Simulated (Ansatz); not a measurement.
**AlN: response to strain**

Base system: AlN in the zinc blende structure (space group F-43m, No. 216; a = 4.3777 Å). Axes: x, y, z lie along the cube axes.

Strains are applied to the cell and any free atomic positions relax.

Computed with plane-wave PAW DFT at the PBEsol level (Ansatz, an electronic-structure program, 420 eV), spin-orbit coupling left out.

Notes on the quantities. energy relative to the base: free energy F.

```
change                            gap character  energy relative to the base  volume per atom
------------------------------  ---------------  ---------------------------  ---------------
base                                          –                   0 meV/atom         10.49 Å³
uniaxial strain ε_zz = −3.00 %  indirect, Γ → M                +8.5 meV/atom         10.17 Å³
uniaxial strain ε_zz = −2.50 %  indirect, Γ → M                   (withheld)         10.22 Å³
uniaxial strain ε_zz = −2.00 %  indirect, Γ → M                +3.7 meV/atom         10.28 Å³
uniaxial strain ε_zz = −1.00 %  indirect, Γ → M                +0.9 meV/atom         10.38 Å³
uniaxial strain ε_zz = −0.50 %  indirect, Γ → M                +0.2 meV/atom         10.43 Å³
uniaxial strain ε_zz = +0.50 %  indirect, Γ → X                +0.2 meV/atom         10.54 Å³
uniaxial strain ε_zz = +1.00 %  indirect, Γ → X                +0.9 meV/atom         10.59 Å³
uniaxial strain ε_zz = +1.50 %  indirect, Γ → X                   (withheld)         10.64 Å³
uniaxial strain ε_zz = +2.00 %  indirect, Γ → X                +3.7 meV/atom         10.70 Å³
```

### Question
Complete the table.

### Answer

- uniaxial strain ε_zz = −2.50 %, energy relative to the base: +5.9 meV/atom
- uniaxial strain ε_zz = +1.50 %, energy relative to the base: +2.1 meV/atom

Stability against distortions was not tested. This is not the structure that AlN has at room temperature and ambient pressure. k-point labels follow each cell's own Brillouin zone.
